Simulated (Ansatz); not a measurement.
Results of LDA (PAW; Ansatz, a quantum-chemistry and plane-wave program) for InP (model structure, started from the BN type, Pm-3n, No. 223, 12 atoms in the cell).

Numerical settings: plane-wave cutoff 520 eV, 6×6×6 k mesh, Fermi–Dirac smearing 0.01 eV, scalar-relativistic PAW data made under PBE.

Cell (relaxed at this level):

```cif
data_In6P6
_chemical_formula_sum 'In6 P6'
_space_group_name_H-M_alt 'Pm-3n'
_space_group_IT_number 223
_space_group_name_Hall '-P 4n 2 3'
_cell_length_a 7.17764
_cell_length_b 7.17764
_cell_length_c 7.17764
_cell_angle_alpha 90.000
_cell_angle_beta 90.000
_cell_angle_gamma 90.000
loop_
_atom_site_label
_atom_site_type_symbol
_atom_site_symmetry_multiplicity
_atom_site_Wyckoff_symbol
_atom_site_fract_x
_atom_site_fract_y
_atom_site_fract_z
_atom_site_occupancy
In1 In 6 c 0.00000 0.50000 0.25000 1
P1 P 6 d 0.00000 0.25000 0.50000 1
```

Problem. Estimate the band gap that the calculation returns.

Solution. 
band gap: 0.64 eV

Note: the relaxation could raise the start's symmetry but not lower it, so the cell can be a saddle point.

Spin–orbit coupling is not included.

A model structure was made by putting elements into a prototype or built by hand; it is no filed structure, need not be a known phase, and can be a saddle point held by its symmetry.
